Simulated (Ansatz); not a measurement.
The starting structures come from a database of crystals and need not be the phases stable at ambient conditions.

Tunnelling through a barrier is set by its complex band structure: the current falls as exp(−2κd) with the smallest κ.

Data:

```
CELL_PARAMETERS angstrom
      7.63633     0.00000     0.00000
      2.88622     7.06989     0.00000
      1.86522    -2.77612     4.15944
ATOMIC_POSITIONS crystal
  Cs 0.78340 0.78340 0.50000
  Cs 0.21660 0.21660 0.50000
  Au 0.50000 0.50000 0.00000
  Au 0.00000 0.00000 0.00000
  F  0.79179 0.20821 0.70821
  F  0.20821 0.79179 0.29179
  F  0.65325 0.65325 0.00000
  F  0.34675 0.34675 0.00000
  F  0.31290 0.90840 0.79775
  F  0.68710 0.09160 0.20225
  F  0.90840 0.31290 0.20225
  F  0.09160 0.68710 0.79775
```

Space group of this cell: Immm. The cell is taken as given; by PBEsol its mean pressure is -0.6 GPa.

Transport runs along the normal of the first two printed cell vectors.

The gap is the functional's own. No spin-orbit coupling. Mid-gap values are interpolated on the energy grid.

Problem. State the band gap and the smallest decay constant κ at mid-gap according to Ansatz (a program for electronic structure) with PBEsol.

Solution. Gap 2.36 eV on a 8×8×8 mesh; κ = 0.507 1/Å, at (-0.250, 0.250) of the in-plane reciprocal vectors. At the zone centre, at the nearest computed energy, the slowest state has κ = 0.59 1/Å.
